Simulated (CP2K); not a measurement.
CP2K is run on TeH2O4 (P2_1/c, 14 atoms in the cell), and the run fails. The aim is a self-consistent single point with DFT PBEsol, GPW, DZVP-MOLOPT-SR-GTH basis, GTH-PBE potentials (GTH_POTENTIALS).

This input was run:

```
&GLOBAL
  PROJECT run
  RUN_TYPE ENERGY_FORCE
  PRINT_LEVEL MEDIUM
&END GLOBAL
&FORCE_EVAL
  METHOD Quickstep
  STRESS_TENSOR ANALYTICAL
  &DFT
    BASIS_SET_FILE_NAME BASIS_MOLOPT
    POTENTIAL_FILE_NAME GTH_POTENTIALS
    &QS
      METHOD GPW
      EPS_DEFAULT 1E-10
    &END QS
    &MGRID
      CUTOFF 450
      REL_CUTOFF 50
      NGRIDS 4
    &END MGRID
    &SCF
      SCF_GUESS ATOMIC
      EPS_SCF 1E-6
      MAX_SCF 100
      ADDED_MOS 11
      &DIAGONALIZATION
        ALGORITHM STANDARD
      &END DIAGONALIZATION
      &MIXING
        METHOD BROYDEN_MIXING
        ALPHA 0.4
        NBUFFER 8
        BETA 1
      &END MIXING
    &END SCF
    &KPOINTS
      SCHEME MONKHORST-PACK 4 4 4
      GAMMA_CENTERED T
    &END KPOINTS
    &XC
      &XC_FUNCTIONAL
        &PBE
          PARAMETRIZATION PBESOL
        &END PBE
      &END XC_FUNCTIONAL
    &END XC
    &PRINT
      &MO
        EIGENVALUES T
        OCCUPATION_NUMBERS T
        NDIGITS 8
        FILENAME mo
        &EACH
          QS_SCF 0
        &END EACH
        ADD_LAST NUMERIC
      &END MO
      &MULLIKEN ON
      &END MULLIKEN
    &END PRINT
  &END DFT
  &SUBSYS
    &CELL
      A 11.18887600 0.00000000 0.00000000
      B 0.00000000 9.21132600 0.00000000
      C -4.37036600 0.00000000 8.90206500
      PERIODIC XYZ
    &END CELL
    &COORD
      SCALED
      Te       0.00000000     0.50000000     0.50000000
      Te       0.00000000     0.00000000     0.00000000
      H        0.60840000     0.25968000     0.19800000
      H        0.39160000     0.74032000     0.80200000
      H        0.39160000     0.75968000     0.30200000
      H        0.60840000     0.24032000     0.69800000
      O        0.66340000     0.36497000     0.37604000
      O        0.33660000     0.63503000     0.62396000
      O        0.33660000     0.86497000     0.12396000
      O        0.66340000     0.13503000     0.87604000
      O        0.11070000     0.18674000     0.35848000
      O        0.88930000     0.81326000     0.64152000
      O        0.88930000     0.68674000     0.14152000
      O        0.11070000     0.31326000     0.85848000
    &END COORD
    &KIND Te
      BASIS_SET DZVP-MOLOPT-SR-GTH
      POTENTIAL GTH-PBE-q6
    &END KIND
    &KIND H
      BASIS_SET DZVP-MOLOPT-SR-GTH
      POTENTIAL GTH-PBE-q1
    &END KIND
    &KIND O
      BASIS_SET DZVP-MOLOPT-SR-GTH
      POTENTIAL GTH-PBE-q6
    &END KIND
  &END SUBSYS
  &PRINT
    &FORCES ON
    &END FORCES
    &STRESS_TENSOR ON
    &END STRESS_TENSOR
  &END PRINT
&END FORCE_EVAL
```

Output, abridged:

```
 SCF WAVEFUNCTION OPTIMIZATION

  Step     Update method      Time    Convergence         Total energy    Change
     1 NoMix/Diag. 0.40E+00      -     1.10410772      -143.4974175441 -1.43E+02
     2 Broy./Diag. 0.40E+00      -     1.88923219      -133.3579238891  1.01E+01
     3 Broy./Diag. 0.40E+00      -     1.83591175      -159.5287857204 -2.62E+01
     4 Broy./Diag. 0.40E+00      -     1.36512952      -152.8712122837  6.66E+00
     5 Broy./Diag. 0.40E+00      -     0.70771405      -142.5721126949  1.03E+01
     6 Broy./Diag. 0.40E+00      -     0.74961174      -148.3596372224 -5.79E+00
   [... 90 lines left out ...]
    97 Broy./Diag. 0.40E+00      -     1.32142893      -144.3654949189 -3.10E-01
    98 Broy./Diag. 0.40E+00      -     1.38059627      -144.4902245555 -1.25E-01
    99 Broy./Diag. 0.40E+00      -     1.24733827      -144.4072166564  8.30E-02
   100 Broy./Diag. 0.40E+00      -     1.21478012      -144.2511188838  1.56E-01
  Leaving inner SCF loop after reaching   100 steps.

  Overlap energy of the core charge distribution:               0.00000000000000
  Self energy of the core charge distribution:               -373.17472639393674
  Core Hamiltonian energy:                                     98.64725316087802
   [... lines left out ...]
  Total energy:                                              -144.25111888378837
   [... lines left out ...]
 * [ABORT]                                                                     *
 *  \___/     SCF run NOT converged. To continue the calculation regardless,   *
 *    |             please set the keyword IGNORE_CONVERGENCE_FAILURE.         *
 *  O/|                                                                        *
 * /| |                                                                        *
 * / \                                                            qs_scf.F:702 *
 *******************************************************************************

 ===== Routine Calling Stack =====

            4 scf_env_do_scf
            3 qs_energies
            2 qs_forces
            1 CP2K
Abort(1) on node 0 (rank 0 in comm 0): application called MPI_Abort(MPI_COMM_WORLD, 1) - process 0
```

### Question
What is wrong, and how is it fixed?

### Answer
The fault is this: cell typed in bohr and read as Angstrom. 1 bohr is 0.529 Å, so a mix-up scales every length by 1.89 or 0.529 and the volume by 6.75 or 0.148. To fix it, give the lengths in the unit that the key or card expects. The run ended unconverged after 100 iterations.

An input that runs soundly differs in these lines (not the only fix; some lines may just follow from the change or write a value another way):
```diff
-      A 11.18887600 0.00000000 0.00000000
-      B 0.00000000 9.21132600 0.00000000
-      C -4.37036600 0.00000000 8.90206500
+      A 5.92089800 0.00000000 0.00000000
+      B 0.00000000 4.87442400 0.00000000
+      C -2.31269800 0.00000000 4.71077000
```

With that input, the run converged in 14 iterations: free energy E − TS -3978.8842 eV; top of the valence band (on the code's own zero) 2.95 eV; gap on the k-point mesh 1.71 eV; pressure 13.87 GPa; largest force (vector length) 1.402 eV/Å (DFT PBEsol, GPW, DZVP-MOLOPT-SR-GTH basis, GTH-PBE potentials (GTH_POTENTIALS)).

On the sound input: the starting cell comes from a database of computed structures (which also holds hypothetical and non-ambient phases and stackings), without a prior relaxation at this level. Its lattice was rescaled by a random factor within 2.5 % of one. Spin-orbit coupling is off. Values carry the incompleteness of an atom-centred basis. The potentials were made for another functional than the one used. With a pressure of about 14 GPa the cell is away from its equilibrium volume at this level. Forces in this geometry exceed 1 eV/Å.
